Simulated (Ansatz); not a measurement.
Hypothetical rock salt YSi, pressure series

Base system: YSi in the rock salt structure (space group Fm-3m, No. 225; a = 5.8151 Å; a hypothetical phase, not in the database extracts checked).

Cell and atoms are relaxed at each pressure.

Calculations: Kohn–Sham DFT with the PBE functional, run in Ansatz (an electronic-structure program) with PAW and 420 eV plane waves, no spin-orbit coupling, earlier PAW set.

Notes on the quantities. enthalpy: H = E + PV relative to the base's energy.

```csv
change,enthalpy,density
base,–,3.95 g/cm³
pressure −2 GPa,-0.31 eV/atom,3.83 g/cm³
pressure −1 GPa,-0.15 eV/atom,3.89 g/cm³
pressure 0.9 GPa,+0.14 eV/atom,4.00 g/cm³
pressure 2.1 GPa,+0.32 eV/atom,4.07 g/cm³
pressure 4.5 GPa,+0.67 eV/atom,4.20 g/cm³
pressure 9 GPa,+1.30 eV/atom,4.41 g/cm³
pressure 15 GPa,+2.10 eV/atom,4.67 g/cm³
pressure 22.5 GPa,+3.05 eV/atom,4.94 g/cm³
pressure 30 GPa,+3.95 eV/atom,5.19 g/cm³
```

Load acts through the strain it causes; cell and atoms are relaxed under it. No phonon test of stability was made. Competing high-pressure phases were not computed. All final runs are without spin polarisation. An odd electron count without spin: YSi. YSi has a high density of states at the Fermi level and may be magnetic at this level.
